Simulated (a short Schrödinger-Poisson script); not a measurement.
# Gated Al0.33Ga0.67As/GaAs δ-doped gas in a quantum well

Structure: gated Al0.33Ga0.67As/GaAs δ-doped gas in a quantum well, at 300 K.

```csv
layer,material,thickness (nm),Na (cm⁻³)
1,Al0.33Ga0.67As,8,-
2,Al0.33Ga0.67As,20,-
3,GaAs,20,-
4,Al0.33Ga0.67As,4000,8e14
```

Constants are typed, rounded textbook-type inputs, not results; the design itself was drawn at random and stands for no fabricated device. Al0.33Ga0.67As: permittivity 11.96, conduction-band edge (eV) 0.261, gap (eV) 1.836, electron mass (mₑ) 0.0944, Nv at 300 K (cm⁻³) 9e18. GaAs: permittivity 12.9, conduction-band edge (eV) 0, gap (eV) 1.424, Nv at 300 K (cm⁻³) 9e18.

Channel valleys (confinement mass, in-plane density-of-states mass, number): Γ 0.067, 0.067, 1. At the gate the conduction-band edge of layer 1 lies 1.01 eV − eVg above the Fermi level of the channel; the field vanishes at the back. Sheet of ionised δ-doping: +2.9e12 e/cm² at 8 nm from the gate. The barrier under the gate holds no holes. Gaps are held at their typed values at every temperature. Mesh 0.08 nm at interfaces.

From a short Schrödinger-Poisson script (our own, NumPy): 1D Poisson equation in equilibrium, electrons quantum, Hartree (BenDaniel-Duke, 40 states a valley, the channel's in-plane mass for all, wave functions free to enter the barrier), parabolic valleys, classical holes, full ionisation, no traps, pinning or gate leakage.

```tsv
Vg (V)	electrons (cm⁻²)	in the channel layer	C (μF/cm²)	Γ E0 (meV)	Γ E1 (meV)
0.5	1.50e11	1.47e11	0.237	46.2	79.7
0.45	8.25e10	8.13e10	0.196	62.5	95.4
0.4	3.27e10	3.23e10	0.126	87.1	119.5
0.35	8.02e9	7.92e9	0.0488	123.7	156.0
0.3	1.39e9	1.37e9	0.0156	169.2	201.3
0.25	2.16e8	2.13e8	0.00893	217.3	249.4
0.2	3.29e7	3.25e7	0.00801	265.9	297.9
0.15	5.01e6	4.95e6	0.00802	314.6	346.5
```

Gate voltages with under 1e6 electrons/cm² are left out.

Subbands count from the Fermi level.
